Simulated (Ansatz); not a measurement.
**MnSi: pressure 15 GPa**

Take MnSi (space group P2_13, No. 198; a = 4.518 Å; ferromagnetic) as the base.

It is then changed as follows: cell and atoms relaxed at a pressure of 15 GPa.

The values are results of Kohn–Sham DFT with the PBE functional, run in Ansatz (a first-principles code) with PAW and 420 eV plane waves, scalar-relativistic without spin-orbit coupling, earlier PAW set, not measurements. Γ-centred 10×10×10 mesh, Fermi–Dirac width 0.05 eV.

The volume per atom shrinks by 0.72 Å³, from 11.53 Å³ to 10.81 Å³ and the density increases by 0.395 g/cm³, from 5.98 g/cm³ to 6.37 g/cm³. The lattice parameter a drops by 9.5 pm, from 451.8 pm to 442.3 pm and the shortest interatomic distance decreases by 4.0 pm to 223.9 pm. The enthalpy H = E + PV relative to the base's energy amounts to +1.04 eV/atom and the band gap stays zero. The magnetic state stays ferromagnetic and the largest site moment falls by 0.115 μB (0.98 μB → 0.87 μB).

Final structure:

```
MnSi
1.0
    4.42282     0.00000     0.00000
    0.00000     4.42282     0.00000
    0.00000     0.00000     4.42282
Mn Si
4 4
Direct
  0.13822   0.13822   0.13822
  0.63822   0.36178   0.86178
  0.86178   0.63822   0.36178
  0.36178   0.86178   0.63822
  0.84591   0.84591   0.84591
  0.34591   0.65409   0.15409
  0.15409   0.34591   0.65409
  0.65409   0.15409   0.34591
```

Other magnetic orders, which the real material may have, were not ruled out. Load acts through the strain it causes; cell and atoms are relaxed under it. No phonon test of stability was made. Competing high-pressure phases were not computed.
